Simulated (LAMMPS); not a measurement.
System: Cu (fcc), 256 atoms, at 1630 K and 0 GPa, heated as the crystal.

All values are model results, not measurements: MD with a machine-learned potential, pair style snap, file Cu_Zuo_JPCA2020.snap; code LAMMPS.

| angle (°) | probability per degree, Cu-Cu-Cu |
|---|---|
| 37.50 | 0.0000 |
| 40.50 | 0.0002 |
| 43.50 | 0.0013 |
| 46.50 | 0.0044 |
| 49.50 | 0.0091 |
| 52.50 | 0.0145 |
| 55.50 | 0.0181 |
| 58.50 | 0.0189 |
| 61.50 | 0.0172 |
| 64.50 | 0.0138 |
| 67.50 | 0.0097 |
| 70.50 | 0.0070 |
| 73.50 | 0.0054 |
| 76.50 | 0.0048 |
| 79.50 | 0.0053 |
| 82.50 | 0.0063 |
| 85.50 | 0.0072 |
| 88.50 | 0.0079 |
| 91.50 | 0.0083 |
| 94.50 | 0.0080 |
| 97.50 | 0.0075 |
| 100.5 | 0.0069 |
| 103.5 | 0.0074 |
| 106.5 | 0.0082 |
| 109.5 | 0.0097 |
| 112.5 | 0.0116 |
| 115.5 | 0.0130 |
| 118.5 | 0.0133 |
| 121.5 | 0.0128 |
| 124.5 | 0.0112 |
| 127.5 | 0.0095 |
| 130.5 | 0.0077 |
| 133.5 | 0.0058 |
| 136.5 | 0.0043 |
| 139.5 | 0.0032 |
| 142.5 | 0.0024 |
| 145.5 | 0.0018 |
| 148.5 | 0.0015 |
| 151.5 | 0.0015 |
| 154.5 | 0.0017 |
| 157.5 | 0.0022 |
| 160.5 | 0.0029 |
| 163.5 | 0.0037 |
| 166.5 | 0.0041 |
| 169.5 | 0.0043 |
| 172.5 | 0.0038 |
| 175.5 | 0.0026 |
| 178.5 | 0.0010 |

Main features:
- state found: crystal; no diffusion seen in 15 ps
- most common Cu-Cu-Cu angle: at the 3° bin centred on 58.5°, after smoothing over three bins (mean of all 97°)

Caution: this crystal lies over the measured melting point of 1358 K, so it is superheated or the potential melts high. Caution: a run this short can hold a crystal over, or a liquid under, the potential's own melting point, which these runs don't give.
